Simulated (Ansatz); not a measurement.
## What Sn → W does to SnTe

The reference is SnTe in the rock salt structure (space group Fm-3m, No. 225; a = 6.409 Å).

Now apply this change: every Sn is replaced by W, then cell and atoms are relaxed.

All numbers come from PBE in Ansatz (plane waves to 420 eV, PAW, no spin-orbit coupling), earlier PAW set. Settings: 14×14×14 k-points, 0.05 eV Fermi–Dirac smearing, for the changed cell.

```
quantity                                  base          changed        shift
-----------------------------  ---------------  ---------------  -----------
density                             6.21 g/cm³      11.80 g/cm³  +5.59 g/cm³
lattice parameter a                    6.409 Å          5.596 Å     -0.813 Å
space group                    Fm-3m (No. 225)  Fm-3m (No. 225)            –
shortest interatomic distance          3.205 Å          2.798 Å    -0.4065 Å
band gap                               0.05 eV             zero            –
```

Final structure:

```xyz
2
Lattice="0.0000 2.7982 2.7982 2.7982 0.0000 2.7982 2.7982 2.7982 0.0000" Properties=species:S:1:pos:R:3 pbc="T T T"
Te     0.0000     0.0000     0.0000
W      2.7982     2.7982     2.7982
```

With Te present, leaving out spin-orbit coupling can change the band edges. No phonon test of stability was made. As relaxed here, WTe is a hypothetical phase, not in the database extracts checked. All final runs are without spin polarisation. WTe has a high density of states at the Fermi level and may be magnetic at this level. A zero or small gap of SnTe can be the functional's error rather than a property of the material.

Ansatz is an electronic-structure program.
